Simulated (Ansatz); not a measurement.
We consider SiC (model structure, started from the cinnabar type, P6₂22, No. 180, 6 atoms in the cell), described by PBEsol (plane waves, PAW; Ansatz, a first-principles code).

Run with plane-wave cutoff 500 eV, 18×18×6 k mesh (along the axes of the cell as run), Fermi–Dirac smearing 0.05 eV, scalar-relativistic PAW data made under PBE.

Cell (relaxed at this level):

```yaml
crystal:
  lattice:
    - [3.06576, 0.00000, 0.00000]
    - [-1.53288, 2.65502, 0.00000]
    - [0.00000, 0.00000, 7.03112]
  atoms:
    - { symbol: Si, position: [0.50000, 0.00000, 0.66667] }
    - { symbol: Si, position: [0.00000, 0.50000, 0.33333] }
    - { symbol: Si, position: [0.50000, 0.50000, 0.00000] }
    - { symbol: C, position: [0.50000, 0.00000, 0.16667] }
    - { symbol: C, position: [0.00000, 0.50000, 0.83333] }
    - { symbol: C, position: [0.50000, 0.50000, 0.50000] }
```

Q: Estimate the band gap that the calculation returns.

A: 
band gap: 0.77 eV (on the SCF k mesh)

Note: the relaxation could raise the start's symmetry but not lower it, so the cell can be a saddle point.

The computed numbers hold no vibrational or temperature effects.

It cost very roughly 5 core-minutes of CPU time.

A model structure was made by putting elements into a prototype or built by hand; it is no filed structure, need not be a known phase, and can be a saddle point held by its symmetry.
